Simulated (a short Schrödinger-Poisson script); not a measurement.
# MOS inversion layer, SiO2 on p-type GaAs

System: MOS inversion layer, SiO2 on p-type GaAs, at 300 K.

```
layer  material  thickness (nm)  Na (cm⁻³)
-----  --------  --------------  ---------
1          SiO2             3.6          -
2          GaAs             470     1.1e18
```

The device is made up for the run: typed textbook-type constants, with dimensions and the other settings drawn at random. SiO2: permittivity 3.9, conduction-band edge (eV) 3.17, gap (eV) 9, electron mass (mₑ) 0.5. GaAs: permittivity 12.9, conduction-band edge (eV) 0, gap (eV) 1.424, Nv at 300 K (cm⁻³) 9e18.

Channel valleys (confinement mass, in-plane density-of-states mass, number): Γ 0.067, 0.067, 1. At the gate the conduction-band edge of layer 1 lies 3.57 eV − eVg above the Fermi level of the channel; the field vanishes at the back. Gaps are held at their typed values at every temperature. Mesh 0.03 nm at interfaces.

Solved with a short Schrödinger-Poisson script written for these runs: 1D Poisson equation in equilibrium, electrons quantum, Hartree (BenDaniel-Duke, 12 states a valley, the channel's in-plane mass for all, wave functions ending at the dielectric), parabolic valleys, classical holes, full ionisation, no traps, pinning or gate leakage.

```csv
Vg (V),electrons (cm⁻²),C (μF/cm²),Γ E0 (meV),Γ E1 (meV)
1.2,1.57e7,0.211,277.6,491.0
1.35,1.04e9,0.208,169.3,389.8
1.5,5.26e10,0.333,66.8,294.0
1.65,4.06e11,0.582,7.3,239.9
1.8,9.45e11,0.652,-25.6,211.6
1.95,1.54e12,0.674,-51.5,190.1
2.1,2.14e12,0.684,-75.2,170.7
2.25,2.76e12,0.689,-97.9,152.2
2.4,3.38e12,0.693,-120.3,133.8
2.55,4.00e12,0.696,-142.6,115.7
2.7,4.63e12,0.698,-164.7,97.6
2.85,5.26e12,0.701,-186.7,79.8
3,5.89e12,0.705,-208.3,62.4
3.15,6.53e12,0.710,-229.3,45.8
3.3,7.18e12,0.716,-249.5,30.4
```

Gate voltages with under 1e6 electrons/cm² are left out.

Subbands count from the Fermi level.

Above a few 1e12 electrons/cm² a light Γ valley is non-parabolic and upper valleys begin to fill, which the model leaves out.
